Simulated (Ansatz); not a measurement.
YN in the rock salt structure (space group Fm-3m, No. 225)

```xyz
2
Lattice="0.0000 2.4099 2.4099 2.4099 0.0000 2.4099 2.4099 2.4099 0.0000" Properties=species:S:1:pos:R:3 pbc="T T T"
Y      0.0000     0.0000     0.0000
N      2.4099     2.4099     2.4099
```

Method: DFT with LDA, PAW potentials and a 420 eV plane-wave cutoff in Ansatz (a first-principles code), no SOC. k-mesh 12×12×12 (Γ-centred); smearing 0.05 eV (Fermi–Dirac).

```yaml
volume_per_atom: 14.00 Å³
density: 6.11 g/cm³
band_gap: zero
Lowest conduction-band minima above the VBM: X along ⟨100⟩ 0.02 eV
total_energy: -2061.621 eV/atom (σ→0; compares only within this code and set-up)
```

No phonon test of stability was made. All final runs are without spin polarisation. Gaps under 0.05 eV, about the width of the smearing, are given as zero. The zero or small gap of YN can change with the level of theory.
